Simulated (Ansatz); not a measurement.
Cl on the 1x1 (111) surface of fcc Pt, one in a 2x2 cell, energies for each (27.3 Å²). Energies are against ½ Cl2(g), without zero-point or thermal terms; each row is named by its start.

All values below come from PBE (plane waves to 420 eV, PAW; Ansatz, an electronic-structure program).

Model: 17-atom slab, 6.9 Å thick at the start under the adsorbate (thin: gaps and levels are the slab's own), 6x6x1 mesh, Fermi-Dirac 0.1 eV, dipole correction, 8 atoms held, the rest relaxed; each run with such symmetry as its start has; no spin, no spin-orbit, no U, no dispersion correction.

A negative adsorption energy means that the adsorbate is more stable on the surface than in its reference. Heights count from the host atoms within 0.3 Å of the top one.

```json
[
 {"starting site": "top Pt", "E_ads (eV)": "-0.98", "height (Å)": "2.38", "nearest host atom (Å)": "Pt 2.29", "bonded to": "Pt", "Δ work function (eV)": "0.82", "lateral drift (Å)": "0.0"},
 {"starting site": "hollow Pt-Pt-Pt over Pt at depth 2.3 Å", "E_ads (eV)": "-0.92", "height (Å)": "2.00", "nearest host atom (Å)": "Pt 2.57", "bonded to": "3 Pt", "Δ work function (eV)": "-0.12", "lateral drift (Å)": "0.0"},
 {"starting site": "hollow Pt-Pt-Pt over Pt at depth 4.6 Å", "E_ads (eV)": "-1.07", "height (Å)": "1.92", "nearest host atom (Å)": "Pt 2.52", "bonded to": "3 Pt", "Δ work function (eV)": "-0.35", "lateral drift (Å)": "0.0"},
 {"starting site": "bridge Pt-Pt (span 2.8 Å)", "E_ads (eV)": "-1.08", "height (Å)": "2.02", "nearest host atom (Å)": "Pt 2.44", "bonded to": "2 Pt", "Δ work function (eV)": "-0.11", "lateral drift (Å)": "0.1"}
]
```
